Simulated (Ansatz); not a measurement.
Take SiC in the zinc blende structure (space group F-43m, No. 216; a = 4.356 Å) as the base. Axes: x, y, z lie along the cube axes.

Calculations: Ansatz (a program for electronic structure), r2SCAN, PAW, cutoff 500 eV, spin-orbit coupling left out.

Modification: the cell is scaled by 0.9876 in all directions; the atoms relax in the strained cell.

Task: Predict the stress tensor and what it implies for the stiffness.

Result: Stress of the strained cell less that of the base (GPa, compression positive):
```
   9.15    0.00    0.00
   0.00    9.15    0.00
   0.00    0.00    9.15
```

Then B = −ΔP/(ΔV/V₀) with ΔV/V₀ = -0.0367 gives secant stiffness values (nonlinear terms included at this strain): B ≈ 249 GPa.

As a check, the harmonic strain energy −½ V₀ Δσ:ε is 11 meV/atom; the computed energy rise is 11 meV/atom.

Whether these cells are dynamically stable was not tested.
